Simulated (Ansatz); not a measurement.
## ZnSe, pressure series

Start from ZnSe in the zinc blende structure (space group F-43m, No. 216; a = 5.733 Å).

Cell and atoms are relaxed at each pressure.

The values are results of DFT with PBE, PAW potentials and a 420 eV plane-wave cutoff in Ansatz (a quantum-chemistry and plane-wave program), no SOC, earlier PAW set, not measurements.

```csv
pressure (GPa),band gap (eV)
-2,1.00
-1,1.08
0,1.15
0.3,1.17
0.7,?
1.5,1.25
3,1.34
7.5,1.57
10,1.68
```

**Question.** Fit E_g = E₀ + αP + βP² to the rows shown and predict the withheld row.

**Answer.** Least squares on the printed values gives E₀ = 1.15 eV, α = 68.9 meV/GPa, β = -1.6 meV/GPa² (largest residual 0.00 eV); this predicts 1.20 eV, and the run gives 1.20 eV, in agreement.

Load acts through the strain it causes; cell and atoms are relaxed under it. No phonon test of stability was made. Tetrahedral semiconductors of this kind turn to denser phases somewhere between about 1 and 50 GPa; those were not computed, so compressed cells here can lie past the real transition.
